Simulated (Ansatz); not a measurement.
Consider Lu in the hcp (Mg type) structure (space group P6_3/mmc, No. 194; relaxed with 0.1 eV smearing).

```
CELL_PARAMETERS angstrom
      3.44317     0.00000     0.00000
     -1.72159     2.98188     0.00000
      0.00000     0.00000     5.36685
ATOMIC_POSITIONS crystal
  Lu 0.66667 0.33333 0.75000
  Lu 0.33333 0.66667 0.25000
```

Cartesian axes are those of the cell as printed.

Calculations: DFT with PBEsol, PAW potentials and a 420 eV plane-wave cutoff in Ansatz (a quantum-chemistry and plane-wave program), scalar-relativistic without spin-orbit coupling.

Base values:

| Item | Value |
|---|---|
| Pressure | 0.0 GPa |

Perturbation: uniaxial strain ε_zz = −1.00 %, all other strain components held at zero; the atoms relax in the strained cell.

Q: Predict the new energy relative to the base and pressure.

A: The energy grows by 0.9 meV/atom; the pressure (mean of the normal stresses, compression positive) goes from zero to 0.5 GPa.

No phonon test of stability was made.
